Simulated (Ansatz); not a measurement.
**Contacts of Al**

Plane-wave PAW runs of Ansatz (a program for electronic structure) at PBE, 420 eV, without spin–orbit coupling and spin-polarised for magnetic metals alone: periodic stacks cut from bulk faces, the metal strained to the host, one local minimum each, barriers from the potential line-up. PBE gaps are too small, so electron and hole barriers sum to less than measured.

| metal face | host face | atoms; faces of host | metal; metal's strain (%) | hole barrier (eV) | electron barrier (eV) |
|---|---|---|---|---|
| (1) Al (001) | AlAs-zb (001) | 23; Al/Al | Al/Al; +0.2 | 0.78 | 0.72 |
| (2) Al (001) | CuI-zb (001) | 52; I/I | Al/Al; -4.9 | 0.04 | 1.06 |
| (3) Al (001) | GaP-zb (001) | 23; Ga/Ga | Al/Al; -3.7 | 0.63 | 0.94 |
| (4) Al (110) | AlAs-zb (110) | 32; AlAs/AlAs | Al/Al; +0.2 | ___ | ___ |
| (5) Al (110) | GaP-zb (110) | 32; GaP/GaP | Al/Al; -3.7 | 0.49 | 1.08 |
| (6) Al (110) | ZnS-zb (110) | 32; SZn/SZn | Al/Al; -4.8 | ___ | ___ |
| (7) Al (111) | Mg2Si (111) | 64; Mg/Mg | Al/Al; +3.1 | ___ | ___ |

**Question.** Complete the blanks.

**Answer.** 
- (4) Al (110), hole barrier (eV): 0.77
- (4) Al (110), electron barrier (eV): 0.74
- (6) Al (110), hole barrier (eV): 1.44
- (6) Al (110), electron barrier (eV): 0.58
- (7) Al (111), hole barrier (eV): 0.06
- (7) Al (111), electron barrier (eV): 0.16
